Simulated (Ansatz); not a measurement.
Consider a periodic stack without vacuum, rock-salt ZrN (1 1 1) on silicon (1 1 1) (film strained to the substrate, started from cuts of the bulks and a machine-learned relaxation; slabs Si30 and N16Zr16, which can lie off the formulas): substrate slab Si30, film N16Zr16, surface cells [[1, -2], [1, 1]] and [[0, 2], [-2, 0]], film strained by +3.1 and +3.1 %, outermost planes Si/Si and N/Zr as cut, which need not be the usual terminations and can put a slab off its formula. Its start:

```
CELL_PARAMETERS angstrom
      6.69935     0.00000    -0.04187
     -3.34968     5.80181     0.04977
      2.33412    -1.62796    26.90557
ATOMIC_POSITIONS crystal
  Si 0.86313 0.27562 0.03183
  Si 0.81235 0.62277 0.03515
  Si 0.21726 0.89126 0.03371
  Si 0.96039 0.28353 0.11418
  Si 0.64296 0.61941 0.11634
  Si 0.29767 0.94789 0.11782
  Si 0.96223 0.62288 0.14909
  Si 0.63121 0.95814 0.14556
  Si 0.29487 0.29235 0.14384
  Si 0.94702 0.64688 0.23607
  Si 0.61429 0.97983 0.23422
  Si 0.28039 0.31344 0.23373
  Si 0.94191 0.98882 0.26423
  Si 0.60709 0.31935 0.26415
  Si 0.27550 0.65337 0.26418
  Si 0.92414 0.00705 0.35250
  Si 0.59110 0.33876 0.35237
  Si 0.25680 0.67170 0.35234
  Si 0.91819 0.34570 0.38288
  Si 0.58440 0.67887 0.38116
  Si 0.25225 0.01292 0.38148
  Si 0.90206 0.35758 0.47216
  Si 0.56486 0.69099 0.46878
  Si 0.23765 0.02699 0.46955
  Si 0.89375 0.70022 0.49678
  Si 0.56159 0.03025 0.50124
  Si 0.23880 0.36270 0.50220
  Si 0.76308 0.68760 0.57818
  Si 0.50653 0.08156 0.59182
  Si 0.39334 0.35044 0.57714
  N  0.74849 0.26548 0.63162
  N  0.26403 0.30692 0.63716
  N  0.78401 0.80257 0.63858
  N  0.31281 0.84473 0.63041
  N  0.41537 0.64548 0.72367
  N  0.93192 0.65442 0.72318
  N  0.42615 0.15399 0.72611
  N  0.93570 0.16512 0.72364
  N  0.06992 0.00869 0.81892
  N  0.57789 0.00874 0.81889
  N  0.07355 0.50780 0.81997
  N  0.57622 0.51284 0.81851
  N  0.71433 0.36687 0.91343
  N  0.22710 0.35997 0.91451
  N  0.71860 0.85994 0.91694
  N  0.22510 0.87338 0.91181
  Zr 0.60290 0.47058 0.67469
  Zr 0.09517 0.48654 0.66670
  Zr 0.60709 0.97185 0.67704
  Zr 0.11151 0.98028 0.67246
  Zr 0.24901 0.82912 0.77114
  Zr 0.75206 0.83098 0.77074
  Zr 0.24922 0.33273 0.77077
  Zr 0.75380 0.33334 0.77142
  Zr 0.89755 0.18546 0.86761
  Zr 0.39599 0.18522 0.86632
  Zr 0.89819 0.68949 0.86706
  Zr 0.40055 0.68989 0.86607
  Zr 0.54158 0.53872 0.96043
  Zr 0.05663 0.54945 0.95769
  Zr 0.54842 0.04747 0.96225
  Zr 0.03678 0.04031 0.96600
```

The start was prepared with a machine-learned potential, and the result is one local minimum, with the in-plane cell held and forces under 0.04 eV/Å; the film can end far from its bulk form.

The numbers are results of PBE (plane waves to 420 eV, PAW; Ansatz, a quantum-chemistry and plane-wave program), not measurements. Scalar-relativistic, without spin–orbit coupling; the runs are not spin-polarised; PBE gaps are too small against experiment. Its k-point mesh 5×5×1, Fermi–Dirac width 0.05 eV.

Question: Predict the relaxed interface.

Answer: 
```
Quantity                                                                                    Value
--------------------------------------------------------------------------------  ---------------
interface area                                                                            38.9 Å²
period                                                                                    27.01 Å
heights between the nearest atoms of the two slabs at the two interfaces          1.06 and 1.97 Å
Si–Zr contacts across the interfaces within 1.22 times the sum of covalent radii  15, mean 2.95 Å
N–Si contacts across the interfaces within 1.22 times the sum of covalent radii    4, mean 1.77 Å
```
